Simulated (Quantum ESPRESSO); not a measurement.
# Converging the plane-wave cutoff: LiZn3 (I4mm, 4 atoms in the cell)

```yaml
crystal:
  lattice:
    - [0.00000, 3.02014, 3.02014]
    - [3.02014, 0.00000, 3.02014]
    - [3.02014, 3.02014, 0.00000]
  atoms:
    - { symbol: Li, position: [0.00828, 0.00828, 0.99172] }
    - { symbol: Zn, position: [0.25000, 0.25000, 0.25000] }
    - { symbol: Zn, position: [0.75000, 0.75000, 0.75000] }
    - { symbol: Zn, position: [0.50000, 0.50000, 0.50000] }
```

Method: LDA (PZ), GBRV 1.5 ultrasoft (LDA) pseudopotentials (plane waves; Quantum ESPRESSO 7.5).

Base settings: ecutwfc = 50 Ry; ecutrho = 250 Ry; occupations = smearing; smearing = gauss; degauss = 0.0073499 Ry; potentials = {Li: li_lda_v1.4.uspp.F.UPF, Zn: zn_lda_v1.uspp.F.UPF}; K_POINTS = automatic 4 4 4 0 0 0; conv_thr = 1e-11 Ry.

Moved along: ecutrho.

The second cell is the first with its lattice scaled by 0.98.

The mesh stays at the base's, so the ladder's end is converged at best in this setting alone.

Only quantities that move along the ladder and can be compared are tabulated.

The count of work is k-points × plane waves × bands × iterations; it is no time. Core times come from one kind of shared machine, to one figure; runs under 30 s give none.

The starting cell comes from a database of computed structures (which also holds hypothetical and non-ambient phases and stackings), without a prior relaxation at this level. Its lattice was rescaled by up to half a per cent. One atom was moved a little off its site on purpose. In the base run, with a pressure of about -5 GPa the cell is away from its equilibrium volume at this level. Without a gap this mesh is coarse (it stands for a supercell whose shortest vector is 17 Å).

Steps (ecutwfc): 17.5 Ry; 20 Ry; 25 Ry; 28 Ry; 30 Ry; 40 Ry; 45 Ry; 50 Ry; 55 Ry; 60 Ry; 68 Ry; 88 Ry; 120 Ry.

Q: What is the coarsest ecutwfc that holds the forces within 0.01 eV/Å of the last step, with all finer ones?

A: 25 Ry, at 0.090 of the last step's count of work; the step before is off by 0.013 eV/Å.

Q: What is the coarsest ecutwfc that holds the energy of the compressed cell less the first within 0.5 meV/atom of the last step, with all finer ones?

A: 40 Ry, at 0.20 of the last step's count of work; the step before is off by 5.5 meV/atom.

Q: What is the coarsest ecutwfc that holds the free energy within 5 meV/atom?

A: Not settled: the last two steps still differ by 4.5 meV/atom, over half the tolerance, so the ladder does not show it.

```tsv
ecutwfc	free energy less the last step's (meV/atom)	energy of the compressed cell less the first (meV/atom)	pressure (GPa)	largest difference of a force vector from the last step's (eV/Å)	count of work / last	core time / last (rough)
17.5 Ry	53069.46	2141.54	-2458.15	0.064	0.057	–
20 Ry	23705.56	-238.90	-1232.62	0.013	0.070	–
25 Ry	4148.95	16.12	-292.21	0.005	0.090	–
28 Ry	1377.05	-30.18	-121.00	0.001	0.10	–
30 Ry	612.04	-7.02	-64.07	0.000	0.11	–
40 Ry	37.66	-12.61	-4.61	0.000	0.20	–
45 Ry	33.57	-12.50	-5.24	0.000	0.23	–
50 Ry	23.56	-12.61	-5.25	0.000	0.27	–
55 Ry	18.31	-12.58	-4.75	0.000	0.32	0.4
60 Ry	17.65	-12.58	-4.59	0.000	0.35	0.3
68 Ry	14.87	-12.50	-4.94	0.000	0.42	0.6
88 Ry	4.48	-12.56	-4.62	0.000	0.62	0.8
120 Ry	0.00	-12.57	-4.65	0.000	1.0	1
```

Two neighbours can agree and both be off: 55 Ry and 60 Ry differ by 0.66 meV/atom in the free energy, yet lie about 18 meV/atom from the last step.

At the lowest cutoff the pressure lies 2450 GPa under the last step's, the usual sign of Pulay stress in an incomplete plane-wave basis.
